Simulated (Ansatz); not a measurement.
TiAl3 (I4/mmm, No. 139)

These are LDA in Ansatz (plane waves, PAW) values and carry that method's errors.

Numerical settings: plane-wave cutoff 520 eV, 20×20×20 k mesh, Fermi–Dirac smearing 0.05 eV, no spin polarisation, scalar-relativistic PAW data made under PBE.

Cell (relaxed at this level):

```xyz
4
Lattice="-1.8898 1.8898 4.2413 1.8898 -1.8898 4.2413 1.8898 1.8898 -4.2413" Properties=species:S:1:pos:R:3 pbc="T T T"
Ti     0.0000     0.0000     0.0000
Al     0.0000     0.0000     4.2413
Al     0.0000     1.8898     2.1207
Al     1.8898     0.0000     2.1207
```

```yaml
bulk_modulus: 117 GPa
band_gap: none
pressure derivative B′ of the bulk modulus: 4.1
```

Note: the bulk modulus comes from volumes at which shape and atoms were relaxed.

Static lattice: no zero-point or thermal effects.

It cost very roughly 24 core-minutes of CPU time.

Ansatz is an electronic-structure program.
